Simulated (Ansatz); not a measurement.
**Thickness series in hypothetical P6_3/mmc SnSe2**

Base system: SnSe2 in the 2H-MoS2 type structure (space group P6_3/mmc, No. 194; a = 3.8332 Å, c = 11.5051 Å; a hypothetical phase, not in the database extracts checked; layered, stacked along the Cartesian z axis).

Free-standing slabs (3 atom(s) a layer) normal to the stacking axis with 15 Å of vacuum; in-plane cell relaxed.

Calculations: PBE-D3(BJ), PAW, 420 eV (Ansatz, a quantum-chemistry and plane-wave program; spin-orbit coupling left out), earlier PAW set.

Notes on the quantities. excess energy per area of both faces: slab less bulk energy over the cell's area: twice a surface energy; uncertain by up to 0.2 J/m²; layer's space group: with vacuum.

```csv
variant,in-plane lattice parameter a,excess energy per area of both faces,layer's space group
base,3.833 Å,–,–
1 layer,3.754 Å,0.63 J/m²,P-6m2 (No. 187)
2 layers,3.796 Å,0.6 J/m²,P-3m1 (No. 164)
3 layers,3.811 Å,0.6 J/m²,P-6m2 (No. 187)
4 layers,3.816 Å,0.5 J/m²,P-3m1 (No. 164)
```

Slab and bulk use different k-meshes, which limits the precision of the excess energy. Stability against distortions was not tested. All final runs are without spin polarisation.
